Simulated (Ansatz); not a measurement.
Levels about the gap of amorphous Si24O48Ru (73 atoms in a cell of 1099 Å³, 2.33 g/cm³; zone centre alone, so wide bands show as single levels with stretches between that a denser mesh fills), at the geometry that PBE relaxed, where it gives 0.7 GPa on a denser mesh. The participation number counts the atoms over which a state spreads; weights are charges in smoothed Voronoi cells. The levels come from a single point, so bond lengths are those of that geometry. Method of the levels: r2SCAN, scalar-relativistic without spin-orbit coupling (Ansatz, an electronic-structure program). Sampling: the zone centre alone; Fermi-Dirac width 0.01 eV; collinear spin, started from moments on atoms; no Hubbard U, moments started parallel, and no other order was tried (the moments died out). At PBE the levels at both edges of the gap are localised (band-tail or defect states), and the nearest spread-out levels lie 5.2 eV apart at the zone centre.

The cell was made by melting and quenching with the CHGNet potential and then relaxed with DFT. O atoms were pushed apart under 1.9 Å during the dynamics, to hinder bonds among them. The hot cell started wider than the set density and was brought back towards it in steps. It is the lowest in DFT energy of 2 quenches. It is a model cell: composition and starting density were chosen by hand, and all elements were melted together. No dispersion term was used. Its density started from a set value of 2.33 and ended at 2.33 g/cm³. The quench (nominally 320 K/ps over its main leg) was far faster than any real one, so the model tends to hold more defects than a real film. One small periodic cell is one sample of the glass; other quenches scatter about these values. The volume was held where the preparation left it, at a PBE pressure of 0.7 GPa. Stress components on the final sampling reach 1.8 GPa. Cycles of charging lowered its energy after that relaxation.

```json
[
 {"E - E(highest filled), eV": "-2.23", "filling": "filled", "spin": "up", "participation number": "4.7", "largest on": "Ru, 5 neighbours", "weight Ru": "0.36", "weight O": "0.39", "weight Si": "0.25"},
 {"E - E(highest filled), eV": "-0.89", "filling": "filled", "spin": "dn", "participation number": "2.7", "largest on": "Ru, 5 neighbours", "weight Ru": "0.58", "weight O": "0.29", "weight Si": "0.13"},
 {"E - E(highest filled), eV": "-0.89", "filling": "filled", "spin": "up", "participation number": "2.7", "largest on": "Ru, 5 neighbours", "weight Ru": "0.58", "weight O": "0.29", "weight Si": "0.13"},
 {"E - E(highest filled), eV": "-0.22", "filling": "filled", "spin": "up", "participation number": "1.8", "largest on": "Ru, 5 neighbours", "weight Ru": "0.74", "weight O": "0.20", "weight Si": "0.06"},
 {"E - E(highest filled), eV": "-0.22", "filling": "filled", "spin": "dn", "participation number": "1.8", "largest on": "Ru, 5 neighbours", "weight Ru": "0.74", "weight O": "0.20", "weight Si": "0.06"},
 {"E - E(highest filled), eV": "0.00", "filling": "filled", "spin": "up", "participation number": "2.1", "largest on": "Ru, 5 neighbours", "weight Ru": "0.67", "weight O": "0.28", "weight Si": "0.06"},
 {"E - E(highest filled), eV": "0.00", "filling": "filled", "spin": "dn", "participation number": "2.1", "largest on": "Ru, 5 neighbours", "weight Ru": "0.67", "weight O": "0.28", "weight Si": "0.06"},
 {"E - E(highest filled), eV": "1.77", "filling": "empty", "spin": "up", "participation number": "2.5", "largest on": "Ru, 5 neighbours", "weight Ru": "0.61", "weight O": "0.32", "weight Si": "0.07"},
 {"E - E(highest filled), eV": "1.77", "filling": "empty", "spin": "dn", "participation number": "2.5", "largest on": "Ru, 5 neighbours", "weight Ru": "0.61", "weight O": "0.32", "weight Si": "0.07"},
 {"E - E(highest filled), eV": "2.62", "filling": "empty", "spin": "up", "participation number": "10.3", "largest on": "Ru, 5 neighbours", "weight Ru": "0.29", "weight O": "0.50", "weight Si": "0.22"},
 {"E - E(highest filled), eV": "2.62", "filling": "empty", "spin": "dn", "participation number": "10.3", "largest on": "Ru, 5 neighbours", "weight Ru": "0.29", "weight O": "0.50", "weight Si": "0.22"},
 {"E - E(highest filled), eV": "3.17", "filling": "empty", "spin": "up", "participation number": "11.6", "largest on": "Ru, 5 neighbours", "weight Ru": "0.25", "weight O": "0.48", "weight Si": "0.27"},
 {"E - E(highest filled), eV": "3.17", "filling": "empty", "spin": "dn", "participation number": "11.6", "largest on": "Ru, 5 neighbours", "weight Ru": "0.25", "weight O": "0.48", "weight Si": "0.27"},
 {"E - E(highest filled), eV": "3.73", "filling": "empty", "spin": "dn", "participation number": "11.6", "largest on": "Ru, 5 neighbours", "weight Ru": "0.21", "weight O": "0.49", "weight Si": "0.29"}
]
```

Most localised among these is the filled level at -0.22 eV, on a Ru atom, which has 5 neighbours (O 1.97 Å, O 2.00 Å, O 2.20 Å, Si 2.28 Å, Si 2.47 Å).
